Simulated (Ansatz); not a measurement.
Converging the plane-wave cutoff: Yb (Fm-3m, 1 atom in the cell)

```yaml
crystal:
  lattice:
    - [0.00000, 2.75370, 2.75370]
    - [2.75370, 0.00000, 2.75370]
    - [2.75370, 2.75370, 0.00000]
  atoms:
    - { symbol: Yb, position: [0.00000, 0.00000, 0.00000] }
```

Computed with PBE (plane waves, PAW; Ansatz, an electronic-structure program).

Base settings: basis.ecutwfc = 30.9 Ry; kpoints.mp_grid.grid = 10 10 10; hamiltonian.xc = pbe; hamiltonian.pseudopotentials = {kind: paw} (the program's default PAW files); scf.occupations.method = fermi_dirac; scf.occupations.width = 0.0073 Ry.

The second cell is the first with its lattice scaled by 0.98.

The mesh stays at the base's, so the ladder's end is converged at best in this setting alone.

The first pressure column holds Ansatz's estimate of the finite-basis (Pulay) stress, which hides part of the cutoff error; the other is without it.

Only quantities that move along the ladder and can be compared are tabulated.

The count of work is k-points × plane waves × bands × iterations; it is no time. 

The starting cell has typed, rounded lattice constants, without a prior relaxation at this level. Its lattice was rescaled by up to half a per cent. Spin polarisation is off.

```csv
basis.ecutwfc,free energy less the last step's (meV/atom),energy of the compressed cell less the first (meV/atom),pressure (GPa),pressure without the Pulay estimate (GPa),count of work / last
10.7 Ry,55657.92,-552.94,-6.19,-871.54,0.13
12.5 Ry,21491.87,262.52,3.90,-323.58,0.10
14 Ry,11087.74,-36.66,2.52,-174.62,0.14
15.4 Ry,5853.37,68.00,2.88,-106.25,0.14
16.9 Ry,2756.88,-3.98,-0.78,-63.85,0.15
18.4 Ry,1143.67,5.78,0.09,-35.48,0.14
21.7 Ry,87.16,-27.47,-1.96,-6.35,0.15
24.6 Ry,7.62,-28.03,-2.17,-2.41,0.21
27.9 Ry,3.75,-28.20,-2.17,-2.22,0.20
30.9 Ry,1.81,-28.04,-2.16,-2.21,0.28
33.8 Ry,0.61,-27.95,-2.16,-2.18,0.31
37.1 Ry,0.15,-27.92,-2.16,-2.16,0.35
41.5 Ry,0.07,-27.92,-2.16,-2.16,0.40
46.3 Ry,0.06,-27.92,-2.16,-2.16,0.54
54 Ry,0.05,-27.92,-2.16,-2.16,0.71
61.7 Ry,0.02,-27.92,-2.16,-2.16,0.74
74.2 Ry,0.00,-27.92,-2.16,-2.16,1.0
```

Coarsest basis.ecutwfc that holds the free energy within 2 meV/atom of the last step, with all finer ones: 30.9 Ry, at 0.28 of the last step's count of work; the step before is off by 3.8 meV/atom.

Coarsest basis.ecutwfc that holds the pressure within 0.1 GPa of the last step, with all finer ones: 24.6 Ry, at 0.21 of the last step's count of work; the step before is off by 0.20 GPa.

Coarsest basis.ecutwfc that holds the pressure without the Pulay estimate within 0.2 GPa of the last step, with all finer ones: 27.9 Ry, at 0.20 of the last step's count of work; the step before is off by 0.26 GPa.

The energy difference between the two cells stays within 1 meV/atom of the last step's from 21.7 Ry on, the total only from 33.8 Ry on: much of the error is common to both cells and cancels.

At the lowest cutoff the pressure without the Pulay estimate lies 869 GPa under the last step's, the usual sign of Pulay stress in an incomplete plane-wave basis.

Keys are those of Ansatz 0.2.
